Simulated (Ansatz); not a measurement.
We consider TiAl₃ (I4/mmm, No. 139), described by PBE (Ansatz, a quantum-chemistry and plane-wave program, plane waves, PAW).

Numerical settings: plane-wave cutoff 520 eV, 20×20×20 k mesh, Fermi–Dirac smearing 0.05 eV, no spin polarisation, scalar-relativistic PAW data made under PBE.

A third-order Birch–Murnaghan fit to the energies gives V0 = 15.936 Å³/atom, B0 = 106 GPa, B′ = 4.1.

```
V (Å³/atom)     P (GPa)
-----------  ----------
15.299             4.69
15.617             2.23
15.936             0.00
16.255       (withheld)
16.574       (withheld)
```

Problem. Estimate the withheld pressures from this fit; the answers are the runs' own values.

Solution. 
- 16.255, P (GPa): -2.01
- 16.574, P (GPa): -3.82

The formula P = (3/2) B0 (x^(7/3) − x^(5/3)) [1 + (3/4)(B′ − 4)(x^(2/3) − 1)] with x = V0/V meets the computed pressures within 0.02 GPa when these rounded values are put in.

Shape and atoms are relaxed at each volume.

Measured, for comparison: equilibrium volume per atom 15.93 Å³/atom (temperature not stated, no zero-point or thermal correction; as tabulated in P. Norby and A. Norlund Christensen, Acta Chemica Scandinavica A40, 157 (1986)). Computed (rounded) less measured: equilibrium volume per atom +0.1 %.

Note: the bulk modulus comes from volumes at which shape and atoms were relaxed.

Static lattice: no zero-point or thermal effects.

Cost on a shared machine: very roughly 23 core-minutes.
